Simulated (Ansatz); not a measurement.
System: interstitial Li in silicon (charge state +1). These are PBE, PAW (plane waves to 420 eV; Ansatz, a quantum-chemistry and plane-wave program) values and carry that method's errors.

Cell of 216 host sites held at the relaxed PBE lattice; the Γ point alone; Fermi-Dirac width 0.01 eV, spin-restricted; finite-size errors left in. Static, classical nuclei. The charge state is imposed; whether it is stable for some Fermi level was not computed. Sites that were not tried may lie lower.

Barriers: single points on a 2×2×2 k-point mesh shifted by half a step at the bands' geometries.

Relaxed starting cell (atoms counted from 1):

```xyz
217
Lattice="16.4100 0.0000 0.0000 0.0000 16.4100 0.0000 0.0000 0.0000 16.4100" Properties=species:S:1:pos:R:3 pbc="T T T"
Si    -0.0029     0.0006     2.7537
Si    -0.0025     0.0002     8.2033
Si    -0.0007     0.0007    13.6528
Si    -0.0030     5.4752     2.7329
Si    -0.0019     5.4712     8.2031
Si    -0.0023     5.4754    13.6728
Si    -0.0010    10.9349     2.7339
Si    -0.0021    10.9396     8.2035
Si    -0.0036    10.9354    13.6732
Si     5.4729    -0.0009     2.7329
Si     5.4691     0.0002     8.2035
Si     5.4717     0.0012    13.6737
Si     5.4691     5.4714     2.7339
Si     5.4689     5.4710     8.2025
Si     5.4747     5.4772    13.6689
Si     5.4744    10.9335     2.7379
Si     5.4690    10.9391     8.2043
Si     5.4693    10.9387    13.6732
Si    10.9321     0.0008     2.7338
Si    10.9371     0.0005     8.2034
Si    10.9320    -0.0001    13.6727
Si    10.9319     5.4762     2.7367
Si    10.9371     5.4714     8.2039
Si    10.9367     5.4717    13.6726
Si    10.9362    10.9385     2.7341
Si    10.9367    10.9390     8.2027
Si    10.9320    10.9351    13.6700
Si     1.3735     4.1087     1.3730
Si     1.3671     4.1043     6.8369
Si     1.3587     4.1165    12.2927
Si     1.3660     9.5691     1.3660
Si     1.3653     9.5702     6.8385
Si     1.3668     9.5718    12.3043
Si     1.4114    14.9947     1.4152
Si     1.3662    15.0423     6.8392
Si     1.3734    15.0348    12.2991
Si     6.8359     4.1041     1.3672
Si     6.8361     4.1034     6.8364
Si     6.8375     4.1046    12.3037
Si     6.8377     9.5697     1.3659
Si     6.8358     9.5721     6.8365
Si     6.8361     9.5723    12.3049
Si     6.8387    15.0419     1.3662
Si     6.8382    15.0433     6.8385
Si     6.8357    15.0413    12.3049
Si    12.2924     4.1157     1.3580
Si    12.3044     4.1042     6.8375
Si    12.3016     4.1065    12.3014
Si    12.3031     9.5711     1.3674
Si    12.3047     9.5722     6.8364
Si    12.3040     9.5712    12.3045
Si    12.2990    15.0354     1.3729
Si    12.3033    15.0410     6.8373
Si    12.2922    15.0506    12.2927
Si    -0.0027     2.7552    -0.0009
Si    -0.0029     2.7355     5.4735
Si    -0.0018     2.7361    10.9332
Si    -0.0026     8.2050    -0.0019
Si    -0.0020     8.2055     5.4687
Si    -0.0027     8.2053    10.9383
Si    -0.0035    13.6553    -0.0004
Si    -0.0010    13.6744     5.4739
Si    -0.0030    13.6750    10.9330
Si     5.4722     2.7353    -0.0031
Si     5.4689     2.7355     5.4701
Si     5.4742     2.7392    10.9318
Si     5.4683     8.2050    -0.0014
Si     5.4690     8.2040     5.4697
Si     5.4690     8.2063    10.9371
Si     5.4731    13.6745    -0.0007
Si     5.4747    13.6713     5.4751
Si     5.4685    13.6748    10.9376
Si    10.9320     2.7356    -0.0012
Si    10.9318     2.7391     5.4742
Si    10.9360     2.7362    10.9367
Si    10.9363     8.2054    -0.0017
Si    10.9370     8.2058     5.4696
Si    10.9367     8.2047    10.9373
Si    10.9318    13.6747    -0.0019
Si    10.9361    13.6747     5.4700
Si    10.9316    13.6720    10.9323
Si     1.3729     1.3752     4.1072
Si     1.3655     1.3680     9.5680
Si     1.4127     1.4166    14.9929
Si     1.3669     6.8389     4.1022
Si     1.3650     6.8406     9.5687
Si     1.3656     6.8405    15.0402
Si     1.3597    12.2942     4.1145
Si     1.3670    12.3061     9.5698
Si     1.3718    12.3019    15.0342
Si     6.8360     1.3695     4.1023
Si     6.8381     1.3675     9.5684
Si     6.8380     1.3685    15.0399
Si     6.8360     6.8379     4.1021
Si     6.8356     6.8381     9.5703
Si     6.8380     6.8407    15.0411
Si     6.8378    12.3061     4.1028
Si     6.8357    12.3069     9.5709
Si     6.8365    12.3058    15.0396
Si    12.2921     1.3610     4.1134
Si    12.3033     1.3704     9.5693
Si    12.2980     1.3758    15.0328
Si    12.3043     6.8399     4.1020
Si    12.3046     6.8384     9.5703
Si    12.3026     6.8400    15.0389
Si    12.3010    12.3039     4.1049
Si    12.3040    12.3068     9.5684
Si    12.2928    12.2964    15.0479
Si     2.7508    -0.0004    -0.0015
Si     2.7339    -0.0006     5.4737
Si     2.7338     0.0008    10.9329
Si     2.7335     5.4753    -0.0028
Si     2.7330     5.4712     5.4693
Si     2.7363     5.4769    10.9317
Si     2.7333    10.9350    -0.0009
Si     2.7370    10.9331     5.4752
Si     2.7330    10.9388    10.9371
Si     8.2026     0.0003    -0.0020
Si     8.2026    -0.0003     5.4682
Si     8.2023     0.0004    10.9385
Si     8.2025     5.4703    -0.0021
Si     8.2023     5.4710     5.4695
Si     8.2038     5.4716    10.9367
Si     8.2023    10.9396    -0.0010
Si     8.2037    10.9386     5.4698
Si     8.2022    10.9392    10.9374
Si    13.6528     0.0013    -0.0023
Si    13.6722     0.0008     5.4738
Si    13.6723     0.0006    10.9324
Si    13.6716     5.4764    -0.0020
Si    13.6697     5.4768     5.4743
Si    13.6725     5.4716    10.9368
Si    13.6718    10.9345    -0.0027
Si    13.6725    10.9390     5.4696
Si    13.6690    10.9341    10.9317
Si     4.1044     4.1063     4.1048
Si     4.1014     4.1040     9.5686
Si     4.1136     4.1165    15.0461
Si     4.1018     9.5699     4.1023
Si     4.1012     9.5722     9.5702
Si     4.1019     9.5710    15.0392
Si     4.1141    15.0491     4.1143
Si     4.1025    15.0413     9.5690
Si     4.1056    15.0348    15.0341
Si     9.5680     4.1039     4.1018
Si     9.5698     4.1038     9.5697
Si     9.5686     4.1042    15.0387
Si     9.5699     9.5717     4.1022
Si     9.5700     9.5723     9.5706
Si     9.5681     9.5716    15.0418
Si     9.5688    15.0407     4.1024
Si     9.5678    15.0436     9.5691
Si     9.5670    15.0421    15.0403
Si    15.0471     4.1154     4.1133
Si    15.0387     4.1048     9.5688
Si    15.0326     4.1088    15.0338
Si    15.0388     9.5714     4.1022
Si    15.0410     9.5705     9.5687
Si    15.0394     9.5693    15.0399
Si    15.0327    15.0347     4.1071
Si    15.0396    15.0425     9.5679
Si    14.9926    14.9953    14.9925
Si     2.7372     2.7392     2.7377
Si     2.7337     2.7363     8.2032
Si     2.7722     2.7757    13.6332
Si     2.7340     8.2046     2.7347
Si     2.7337     8.2050     8.2034
Si     2.7335     8.2058    13.6722
Si     2.7734    13.6350     2.7731
Si     2.7340    13.6740     8.2040
Si     2.7368    13.6708    13.6699
Si     8.2020     2.7363     2.7344
Si     8.2031     2.7364     8.2030
Si     8.2026     2.7369    13.6714
Si     8.2029     8.2047     2.7350
Si     8.2028     8.2051     8.2035
Si     8.2035     8.2060    13.6723
Si     8.2030    13.6736     2.7350
Si     8.2029    13.6742     8.2039
Si     8.2018    13.6740    13.6724
Si    13.6324     2.7754     2.7729
Si    13.6715     2.7368     8.2033
Si    13.6683     2.7398    13.6693
Si    13.6717     8.2054     2.7342
Si    13.6717     8.2054     8.2034
Si    13.6707     8.2050    13.6718
Si    13.6678    13.6709     2.7378
Si    13.6717    13.6742     8.2028
Si    13.6329    13.6363    13.6325
Si     4.1053     1.3747     1.3731
Si     4.1022     1.3692     6.8379
Si     4.1131     1.3619    12.2928
Si     4.1018     6.8387     1.3674
Si     4.1011     6.8379     6.8363
Si     4.1014     6.8405    12.3043
Si     4.1142    12.2937     1.3595
Si     4.1016    12.3064     6.8383
Si     4.1035    12.3033    12.3026
Si     9.5667     1.3681     1.3665
Si     9.5679     1.3671     6.8375
Si     9.5685     1.3697    12.3041
Si     9.5676     6.8394     1.3654
Si     9.5702     6.8380     6.8362
Si     9.5698     6.8383    12.3049
Si     9.5685    12.3056     1.3681
Si     9.5696    12.3066     6.8368
Si     9.5679    12.3070    12.3047
Si    14.9920     1.4157     1.4144
Si    15.0397     1.3684     6.8390
Si    15.0326     1.3750    12.3000
Si    15.0395     6.8405     1.3658
Si    15.0412     6.8404     6.8380
Si    15.0381     6.8390    12.3044
Si    15.0314    12.3008     1.3742
Si    15.0387    12.3058     6.8374
Si    15.0465    12.2950    12.2927
Li    -0.0031     0.0013    -0.0028
```
Cell charge +1.

End state 1 differs by these moves (Å; atoms that move under 0.08 Å are left out):

| atom | element | Δx | Δy | Δz |
|---|---|---|---|---|
| 217 | Li | -1.37 | 1.37 | -1.37 |

Problem. Predict the forward and backward barriers to end state 1 from PBE, PAW.

Solution. forward 0.59 eV, backward 0.59 eV; at the saddle point atom 217 has neighbours 6 Si at 2.37 Å. The saddle point's order was not checked, and it lies on a symmetry element of the cell, where a band can be held.
